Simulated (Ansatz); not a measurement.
Structure of hydrogenated amorphous carbon (C₁₂₀H₁₆) (periodic cell):

```
C15H2
1.0
   10.73416     0.31270    -0.08733
    0.31250    11.09208     0.04350
   -0.08733     0.04370    10.74741
C H
120 16
Direct
  0.09018   0.69017   0.61783
  0.52924   0.17192   0.02547
  0.20123   0.22567   0.59710
  0.44047   0.08337   0.61554
  0.57311   0.53738   0.84096
  0.72339   0.70443   0.20902
  0.80047   0.26534   0.81073
  0.80335   0.11618   0.50083
  0.53055   0.86646   0.35306
  0.59443   0.72772   0.55234
  0.06588   0.53580   0.05421
  0.99927   0.25789   0.71972
  0.93803   0.73102   0.43473
  0.90670   0.33979   0.77724
  0.52582   0.75369   0.43281
  0.04739   0.65742   0.49376
  0.18203   0.26673   0.06226
  0.56253   0.88360   0.23091
  0.63667   0.52045   0.96311
  0.93955   0.96306   0.37348
  0.06033   0.01133   0.18812
  0.09901   0.30251   0.65553
  0.36772   0.04828   0.90425
  0.80009   0.63218   0.11184
  0.45009   0.57355   0.60746
  0.13499   0.82054   0.32382
  0.39416   0.66330   0.27173
  0.14684   0.19233   0.27022
  0.37975   0.59589   0.49236
  0.60582   0.39748   0.16980
  0.85009   0.99727   0.45954
  0.44184   0.94732   0.42072
  0.80261   0.90791   0.01515
  0.02194   0.36897   0.19864
  0.93365   0.46026   0.78703
  0.17777   0.96591   0.88660
  0.96810   0.04488   0.97384
  0.01460   0.01164   0.72983
  0.07663   0.73267   0.93354
  0.47571   0.37628   0.20215
  0.28582   0.53204   0.13651
  0.00780   0.84379   0.93384
  0.80261   0.21820   0.41259
  0.55907   0.65635   0.78305
  0.25202   0.83311   0.54459
  0.14816   0.61804   0.42035
  0.38819   0.45424   0.15692
  0.85872   0.51149   0.15516
  0.26163   0.88381   0.83280
  0.90429   0.70204   0.05399
  0.51317   0.43871   0.78328
  0.59959   0.06645   0.95653
  0.68595   0.28422   0.35891
  0.46995   0.21522   0.80498
  0.25273   0.55075   0.49139
  0.90260   0.82292   0.01042
  0.01029   0.84410   0.39637
  0.75959   0.96557   0.64639
  0.39436   0.16363   0.23487
  0.31854   0.93353   0.36529
  0.48132   0.10203   0.14610
  0.69929   0.38035   0.26200
  0.57294   0.94213   0.00683
  0.53271   0.65908   0.65162
  0.71874   0.73174   0.54486
  0.27173   0.11885   0.25240
  0.72007   0.23639   0.90858
  0.48632   0.01280   0.52310
  0.07526   0.63021   0.72758
  0.82754   0.02536   0.97868
  0.61830   0.41410   0.03437
  0.82577   0.77833   0.51516
  0.00120   0.04538   0.29979
  0.05326   0.07846   0.06558
  0.38599   0.92937   0.85986
  0.82408   0.15604   0.73797
  0.42880   0.67725   0.40233
  0.17262   0.68077   0.30810
  0.51862   0.97895   0.13700
  0.27875   0.63482   0.23016
  0.33498   0.39488   0.63533
  0.01951   0.64997   0.01545
  0.11055   0.42875   0.64355
  0.02785   0.16333   0.33234
  0.42197   0.18458   0.68126
  0.66162   0.80851   0.17226
  0.23891   0.06959   0.93496
  0.47368   0.12596   0.90716
  0.66122   0.73834   0.96264
  0.44948   0.27646   0.29607
  0.76485   0.09258   0.63134
  0.43516   0.46618   0.67737
  0.98164   0.47087   0.12316
  0.56966   0.23775   0.36856
  0.12536   0.28826   0.18472
  0.26649   0.98784   0.25853
  0.22680   0.46479   0.58163
  0.95494   0.13595   0.72244
  0.81816   0.42537   0.24304
  0.81296   0.90703   0.54483
  0.23734   0.85125   0.41586
  0.18819   0.77361   0.63417
  0.19419   0.48829   0.05283
  0.15856   0.91139   0.20887
  0.21717   0.77904   0.76650
  0.57026   0.76116   0.86745
  0.21519   0.36575   0.99715
  0.91878   0.24364   0.35265
  0.59252   0.29813   0.96454
  0.68070   0.85243   0.03852
  0.16878   0.14029   0.01777
  0.03481   0.50611   0.72114
  0.72459   0.10678   0.93451
  0.14257   0.69880   0.82406
  0.51624   0.32207   0.84402
  0.32499   0.27282   0.63667
  0.50322   0.87152   0.89525
  0.69955   0.62541   0.00557
  0.92310   0.34913   0.28072
  0.03854   0.96794   0.87420
  0.10471   0.00264   0.68465
  0.04552   0.86829   0.48924
  0.58838   0.01576   0.51911
  0.56114   0.15965   0.42798
  0.19042   0.23086   0.49481
  0.33299   0.87577   0.58281
  0.73393   0.92200   0.73235
  0.95413   0.94758   0.68613
  0.38033   0.31418   0.36203
  0.70698   0.66097   0.29802
  0.19919   0.13041   0.62260
  0.18758   0.86052   0.12606
  0.47364   0.64862   0.20996
  0.24884   0.35973   0.90178
  0.90303   0.68446   0.35271
  0.87289   0.52356   0.83809
```

Calculation: PBE, scalar-relativistic without spin-orbit coupling (plane waves to 420 eV, PAW; Ansatz, a quantum-chemistry and plane-wave program). Neutral PBE cell, which sets geometry, pressure and energy: sampling: a 2×2×2 Γ-centred mesh; Fermi-Dirac width 0.01 eV; collinear spin, started from moments on atoms. In the spin-polarised cell the level spacing at the Fermi energy can part levels of unlike spin.

It comes from a melt-quench run on a machine-learned potential (CHGNet), relaxed afterwards by DFT. The hot cell started wider than the set density and was brought back towards it in steps. It is the lowest in DFT energy of 4 quenches. It is a model cell: composition and starting density were chosen by hand, and all elements were melted together. No dispersion term was used. Its density started from a set value of 1.89 and ended at 1.89 g/cm³. Cooling (nominally 360 K/ps over its main leg) ran many orders faster than in experiment, which tends to leave more defects and strain. A cell of this size samples the disorder only roughly. The volume was held where the preparation left it and the shape relaxed.

Q: Give the pressure, the energy against reference phases and the spacing of the highest filled and lowest empty levels.

A: 
```yaml
Pressure on a 2×2×2 Γ-centred mesh: -14.0 kbar
Largest force and stress component on that mesh (the relaxation ran on one k-point at (1/4, 1/4, 1/4)): 0.16 eV/Å and 1.4 GPa
Energy relative to graphite + CH4 gas (lowest mix at this level among the phases computed, not always the ambient ones): 0.551 eV/atom
Level spacing at the Fermi energy on a 2×2×2 Γ-centred mesh (PBE): within the smearing (under twice its width)
net_moment: 0.35 μB (unpaired spins of both signs, a broken-symmetry state)
```

Q: At PBE and the zone centre, how localised are the states just below and above the Fermi level (participation number: the atoms over which a state spreads)?

A: The highest filled state is spread over 53.4 atoms' worth, largest on C71, with weights by element (charge in smoothed Voronoi cells) C 0.96, H 0.04. The lowest empty state is spread over 30.6 atoms' worth, largest on C103, with weights by element (charge in smoothed Voronoi cells) C 0.97, H 0.03.

The levels at the Fermi energy are partly filled. A closed spacing in one fast-quenched cell at PBE doesn't show the material to be a metal.

Neighbours within C-C 1.80 Å, C-H 1.30 Å, H-H 0.90 Å count as bonded.

A PBE run started with 1 μB on atoms that lack a bond or may hold spare charge kept moments and lay lower, so the cell was relaxed again with them.
